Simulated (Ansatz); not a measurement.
# What each level gives and costs: LiCuS₂ (Pnnm, 8 atoms in the cell)

Cell: a = 5.8540 Å, b = 6.5302 Å, c = 3.3119 Å, α = 90.00°, β = 90.00°, γ = 90.00°.

Program: Ansatz (an electronic-structure program), default PAW files made with PBE; each row names its functional.

Base settings: basis.ecutwfc = 420 eV; kpoints.mp_grid.grid = 3 3 5; hamiltonian.xc = hse06; hamiltonian.pseudopotentials = {kind: paw} (the program's default PAW files); scf.occupations.method = fixed.

Differences are taken from HSE06, a reference of convenience: it is no measurement, and no ranking of the functionals follows.

Core times come from one kind of shared machine and are given to one figure; runs under 30 s give none.

The starting cell comes from a database of computed structures (which also holds hypothetical and non-ambient phases and stackings), without a prior relaxation at this level. Its lattice was rescaled by a random factor within 2.5 % of one. In the base run, with a pressure of about 3 GPa the cell is away from its equilibrium volume at this level. Ansatz's pressure includes its estimate of the finite-basis (Pulay) stress.

```tsv
level	gap on the mesh less reference (eV)	pressure less reference (GPa)	largest difference in the force on any atom (eV/Å)	core time / reference (rough)
PBEsol	-0.529	-1.72	0.083	–
PBE0	0.638	-0.15	0.032	0.7
HSE06	0.000	0.00	0.000	1
```

PBEsol ran in under 30 s, against roughly 200 s for HSE06.

Keys are those of Ansatz 0.2.
